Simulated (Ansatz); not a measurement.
The starting structures come from a database of crystals and need not be the phases stable at ambient conditions.

 Where the default PAW files enter, the runs use the earlier of Ansatz's two default sets.

Inside the gap of an insulator the Bloch states are evanescent, with a wavenumber k + iκ along the transport direction.

Data:

```xyz
10
Lattice="4.6359 0.0000 0.0000 -2.3180 4.0148 0.0000 2.3179 1.3383 4.9756" Properties=species:S:1:pos:R:3 pbc="T T T"
Mg     0.0000     0.0000     0.0000
Mg     0.0000     2.6765     2.4878
C      2.3179     4.0148     3.7317
C      2.3179     1.3383     1.2439
O      5.2803     1.1162     3.7317
O     -0.6444     4.2369     1.2439
O      1.0291     4.0148     3.7317
O      3.6068     1.3383     1.2439
O      2.9624     2.8986     3.7317
O      1.6735     2.4544     1.2439
```

Space group of this cell: R-3c. The cell is taken as given; by PBEsol its mean pressure is 0.5 GPa.

Transport runs along the normal of the first two printed cell vectors, the (001) plane of the conventional cell.

No gap correction and no spin-orbit coupling; mid-gap values are interpolated between computed energies.

Problem. Estimate the band gap and the smallest decay constant κ at mid-gap that PBEsol run with Ansatz (a first-principles code) returns for this system.

Solution. Gap 5.03 eV on a 8×8×8 mesh; κ = 0.668 1/Å, at the zone centre.
